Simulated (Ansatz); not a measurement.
BaTiO3: Ti on a O site (antisite), symmetric start

The parent structure is a 15-atom supercell of BaTiO3 in the cubic perovskite structure (space group Pm-3m, No. 221; a = 3.9702 Å) at its relaxed geometry.

Perturbation: one O atom is replaced by Ti, atoms relaxed at fixed cell.

The values are results of DFT with PBEsol, PAW potentials and a 420 eV plane-wave cutoff in Ansatz (an electronic-structure program), no spin-orbit coupling, earlier PAW set, not measurements. k-mesh 4×5×5 (Γ-centred); smearing 0.01 eV (Fermi–Dirac).

The energy gained by relaxation is 1.08 eV and the largest displacement of a host atom from its site in the perfect cell comes out as 0.22 Å. The mean distance from the defect site to its nearest host atoms increases by 0.21 Å (1.99 Å → 2.20 Å).

Final structure:

```yaml
crystal:
  lattice:
    - [3.97019, -3.97019, -3.97019]
    - [0.00000, 3.97019, -3.97019]
    - [3.97019, 0.00000, 3.97019]
  atoms:
    - { symbol: Ba, position: [0.01644, 0.99375, 0.98749] }
    - { symbol: Ba, position: [0.66667, 0.66667, 0.33333] }
    - { symbol: Ba, position: [0.31690, 0.33959, 0.67917] }
    - { symbol: Ti, position: [0.84961, 0.35224, 0.70447] }
    - { symbol: Ti, position: [0.48372, 0.98110, 0.96219] }
    - { symbol: Ti, position: [0.16667, 0.66667, 0.33333] }
    - { symbol: Ti, position: [0.66667, 0.16667, 0.33333] }
    - { symbol: O, position: [0.32649, 0.82679, 0.65358] }
    - { symbol: O, position: [0.00684, 0.50654, 0.01309] }
    - { symbol: O, position: [0.99747, 0.49699, 0.49700] }
    - { symbol: O, position: [0.66667, 0.16667, 0.83333] }
    - { symbol: O, position: [0.33587, 0.83634, 0.16967] }
    - { symbol: O, position: [0.99747, 0.00001, 0.49700] }
    - { symbol: O, position: [0.66667, 0.66667, 0.83333] }
    - { symbol: O, position: [0.33587, 0.33332, 0.16967] }
```

The magnetic state is the one reached from the starting moments; the real material's order can differ, and small cells can't hold many antiferromagnetic ones. In so small a cell the defect repeats every few ångströms: this is an ordered compound, not a dilute defect. A case with no gap was solved on a k-mesh chosen for an insulator, which is coarse for it. The defect started on the symmetric site and kept its symmetry, so it may sit on a saddle. No Hubbard U is applied, and correlation can decide whether such a compound is a metal. Spin-polarised in the final run: Ti on a O site (antisite); the other runs are not. Many cubic perovskites are stable only at high temperature; tilts and polar distortions were not tested. The defect cell is spin-polarised and ends with 3.4 μB, a fractional moment that hangs on the mesh and smearing. This is not the structure that BaTiO3 has at room temperature and ambient pressure.
